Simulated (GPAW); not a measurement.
A self-consistent single point of Lu2Ga3Cu (P3m1, 6 atoms in the cell) with GPAW.

Method: LDA (Perdew-Wang 92), GPAW PAW datasets LDA (gpaw-data 1.0.1) (plane waves; GPAW).

The change in words: lattice scaled by 0.98. Reference geometry:
```yaml
crystal:
  lattice:
    - [4.28198, 0.00000, 0.00000]
    - [-2.14099, 3.70830, 0.00000]
    - [0.00000, 0.00000, 6.97997]
  atoms:
    - { symbol: Lu, position: [0.66667, 0.33333, 0.73018] }
    - { symbol: Lu, position: [0.66667, 0.33333, 0.26153] }
    - { symbol: Ga, position: [0.00000, 0.00000, 0.47569] }
    - { symbol: Ga, position: [0.00000, 0.00000, 0.04673] }
    - { symbol: Ga, position: [0.33333, 0.66667, 0.94715] }
    - { symbol: Cu, position: [0.33333, 0.66667, 0.53871] }
```

Reference input (self-consistent single point, DFT LDA (Perdew-Wang 92), plane waves, GPAW PAW datasets LDA (gpaw-data 1.0.1)): mode = pw; ecut = 800 eV; xc = LDA; kpts = 6 6 3; mesh shift (steps) = 0 0 0; occupations.name = methfessel-paxton; occupations.width = 0.136 eV; occupations.order = 0; nbands = -14; symmetry.symmorphic = false; symmetry.tolerance = 0.0005; maxiter = 100. This run's input differs from it in these lines:

```diff
@@ -5,11 +5,11 @@
 atoms = Atoms(['Lu', 'Lu', 'Ga', 'Ga', 'Ga', 'Cu'],
-              cell=[[4.281980, 0.000000, 0.000000],
-                    [-2.140990, 3.708303, 0.000000],
-                    [0.000000, 0.000000, 6.979970]],
-              positions=[[2.140992, 1.236100, 5.096634],
-                         [2.140992, 1.236100, 1.825472],
-                         [0.000000, 0.000000, 3.320302],
-                         [0.000000, 0.000000, 0.326174],
-                         [-0.000002, 2.472203, 6.611079],
-                         [-0.000002, 2.472203, 3.760180]],
+              cell=[[4.196340, 0.000000, 0.000000],
+                    [-2.098170, 3.634137, 0.000000],
+                    [0.000000, 0.000000, 6.840371]],
+              positions=[[2.098172, 1.211378, 4.994702],
+                         [2.098172, 1.211378, 1.788962],
+                         [0.000000, 0.000000, 3.253896],
+                         [0.000000, 0.000000, 0.319651],
+                         [-0.000002, 2.422759, 6.478857],
+                         [-0.000002, 2.422759, 3.684976]],
               pbc=True)
```

Log, with long lists cut:

```
     iter     time        total  log10-change:
                         energy   eigst   dens
iter:   1 --:--:--   -31.478659
iter:   2 --:--:--   -29.531568   -1.38  -1.34
iter:   3 --:--:--   -28.870827   -1.58  -1.40
iter:   4 --:--:--   -28.779210   -1.05  -1.47
iter:   5 --:--:--   -28.775958   -1.61  -1.72
iter:   6 --:--:--   -30.452314   -0.76  -1.82
iter:   7 --:--:--   -28.871492   -1.79  -1.63
iter:   8 --:--:--   -28.407252   -1.53  -1.98
iter:   9 --:--:--   -28.381479   -2.71  -2.43
iter:  10 --:--:--   -28.373169c  -2.94  -2.52
iter:  11 --:--:--   -28.374711c  -3.28  -2.66
iter:  12 --:--:--   -28.369819c  -4.12  -2.83
iter:  13 --:--:--   -28.368972c  -3.32  -2.87
iter:  14 --:--:--   -28.368384c  -3.48  -2.90
iter:  15 --:--:--   -28.367744c  -4.44  -3.19
iter:  16 --:--:--   -28.367815c  -5.04  -3.40
iter:  17 --:--:--   -28.367604c  -5.17  -3.54
iter:  18 --:--:--   -28.367543c  -5.16  -3.74
iter:  19 --:--:--   -28.367514c  -6.13  -4.03c
iter:  20 --:--:--   -28.367510c  -5.96  -4.11c
iter:  21 --:--:--   -28.367512c  -6.89  -4.26c
iter:  22 --:--:--   -28.367501c  -7.14  -4.38c
iter:  23 --:--:--   -28.367499c  -7.67c -4.46c
Converged after 23 iterations.

Dipole moment: (2.992396, -1.727659, 0.095634) |e|*Ang

Energy contributions relative to reference atoms: (reference = -995469.583505)

Kinetic:        +36.114495
Potential:      -25.650831
External:        +0.000000
XC:             -38.752163
Entropy (-ST):   -0.016224
Local:           -0.070889
SIC:             +0.000000
--------------------------
Free energy:    -28.375611
Extrapolated:   -28.367499

Showing only first 2 kpts
 Kpt  Band  Eigenvalues  Occupancy
  0    33      9.50275    0.00000
  0    34      9.50276    0.00000
  0    35     10.16418    0.00000
  0    36     10.68988    0.00000

  1    33      9.10302    0.00023
  1    34      9.10303    0.00023
  1    35      9.92826    0.00000
  1    36      9.92827    0.00000

Fermi level: 8.74838

No gap
   [... lines left out ...]
  0 Lu    0.00000    0.00000    0.08632
  1 Lu    0.00000   -0.00000   -0.11901
  2 Ga    0.00000    0.00000    0.08169
  3 Ga   -0.00000    0.00000   -0.06232
  4 Ga    0.00000    0.00000    0.03365
  5 Cu    0.00000    0.00000   -0.02392

Stress tensor:
    -0.011318     0.000000    -0.000000
     0.000000    -0.011318     0.000000
    -0.000000     0.000000     0.000584
Stress (GPa, Voigt): [-1.8134 -1.8134  0.0935  0.     -0.      0.    ]
```

The run converged in 23 iterations. GPAW prints stress with tension positive. Against the reference run the free energy drops by 11.3 meV/atom, the pressure goes from -4.52 to 1.18 GPa and the largest force goes from 0.090 to 0.119 eV/Å.

The starting cell comes from a database of computed structures (which also holds hypothetical and non-ambient phases and stackings), without a prior relaxation at this level. For this run, on top of that: lattice scaled by 0.98. Spin polarisation is off.

Cost on one core of a shared machine: roughly 70 s.
